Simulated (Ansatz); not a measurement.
Ag (R-3m): band-structure transport figures

Here is the system:

```xyz
1
Lattice="-0.0144 2.0187 2.0187 2.0187 -0.0144 2.0187 2.0187 2.0187 -0.0144" Properties=species:S:1:pos:R:3 pbc="T T T"
Ag     0.0000     0.0000     0.0000
```

The numbers are results of PBEsol, rigid bands (plane waves, PAW, scalar-relativistic; Ansatz, a first-principles code), not measurements. Condition of this run: uniaxial stress along [111] of 1 GPa (compression positive) (the target of the relaxation). Cell: cell and atoms relaxed with PBEsol, then loaded as said.

The density of states at the Fermi level is 0.263 states/(eV·cell), both spins and the bare Sommerfeld coefficient is 0.62 mJ/(mol of atoms·K²). The drude plasma energy is 9.2 eV. The root-mean-square Fermi velocity is 1.4e6 m/s and the resistivity times τ comes out as 5.8 ×10⁻²² Ω·m·s. The resistivity times mean free path is 8.3 ×10⁻¹⁶ Ω·m².

A metal at this level (no band gap); rigid bands, thermally averaged at 300 K, both spins. Spin-orbit coupling is left out. τ is one relaxation time for all states; the product of resistivity and mean free path takes one path for all states instead.
